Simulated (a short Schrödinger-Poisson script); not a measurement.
# MOS inversion layer, Si3N4 on p-type GaAs

Stack: MOS inversion layer, Si3N4 on p-type GaAs, at 300 K.

```csv
layer,material,thickness (nm),Na (cm⁻³)
1,Si3N4,4.8,-
2,GaAs,810,3.7e17
```

The device is made up for the run: typed textbook-type constants, with dimensions and the other settings drawn at random. Si3N4: permittivity 7.5, conduction-band edge (eV) 1.97, gap (eV) 5.1, electron mass (mₑ) 0.5. GaAs: permittivity 12.9, conduction-band edge (eV) 0, gap (eV) 1.424, Nv at 300 K (cm⁻³) 9e18.

Channel valleys (confinement mass, in-plane density-of-states mass, number): Γ 0.067, 0.067, 1. At the gate the conduction-band edge of layer 1 lies 2.1 eV − eVg above the Fermi level of the channel; the field vanishes at the back. Gaps are held at their typed values at every temperature. Mesh 0.03 nm at interfaces.

Solved with a short Schrödinger-Poisson script written for these runs: 1D Poisson equation in equilibrium, electrons quantum, Hartree (BenDaniel-Duke, 12 states a valley, the channel's in-plane mass for all, wave functions ending at the dielectric), parabolic valleys, classical holes, full ionisation, no traps, pinning or gate leakage.

| Vg (V) | electrons (cm⁻²) | C (μF/cm²) | Γ E0 (meV) | Γ E1 (meV) |
|---|---|---|---|---|
| 0.3 | 2.62e6 | 0.150 | 323.9 | 469.2 |
| 0.5 | 1.78e9 | 0.149 | 155.3 | 308.6 |
| 0.7 | 2.73e11 | 0.617 | 20.3 | 181.1 |
| 0.9 | 1.16e12 | 0.815 | -35.5 | 133.1 |
| 1.1 | 2.18e12 | 0.855 | -76.0 | 100.2 |
| 1.3 | 3.23e12 | 0.874 | -113.6 | 70.2 |
| 1.5 | 4.32e12 | 0.892 | -149.5 | 42.5 |
| 1.7 | 5.42e12 | 0.911 | -183.3 | 18.2 |
| 1.9 | 6.56e12 | 0.927 | -214.8 | -2.7 |

Gate voltages with under 1e6 electrons/cm² are left out.

Subbands count from the Fermi level.

Above a few 1e12 electrons/cm² a light Γ valley is non-parabolic and upper valleys begin to fill, which the model leaves out.
